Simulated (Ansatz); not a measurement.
What biaxial strain −1.50 %, plane normal [001], relaxed out of plane does to Ca

Consider Ca in the fcc (Cu type) structure (space group Fm-3m, No. 225; a = 5.4558 Å; relaxed with 0.1 eV smearing). Axes: x, y, z lie along the cube axes.

One thing is altered: biaxial strain −1.50 %, plane normal [001], relaxed out of plane (Cartesian); in-plane vectors clamped, the third vector and the atoms free.

Computed with PBEsol/PAW in Ansatz (a quantum-chemistry and plane-wave program), spin-orbit coupling left out. Γ-centred 21×21×21 mesh, Fermi–Dirac width 0.1 eV.

* **Volume per atom**: 40.16 Å³ (base 40.60 Å³)
* **Space group**: I4/mmm (No. 139) (base Fm-3m (No. 225))
* **Shortest interatomic distance**: 3.800 Å (base 3.858 Å)
* **Energy relative to the base (free energy F)**: +1.1 meV/atom
* **Pressure (mean of the normal stresses, compression positive)**: 0.2 GPa (base 0.0 GPa)
* **Band gap**: zero (base zero)
* **Out-of-plane strain**: +1.95 %
* **Ratio −ε⊥/ε∥**: 1.30
* **Mean in-plane stress (compression positive)**: +0.3 GPa

Final structure (turned so that z lies along the plane normal):

```
Ca
1.0
    3.79996     0.00000     0.00000
    0.00000     3.79996     0.00000
    1.89998    -1.89998     2.78112
Ca
1
Direct
  0.00000   0.00000   0.00000
```

Stability against distortions was not tested.
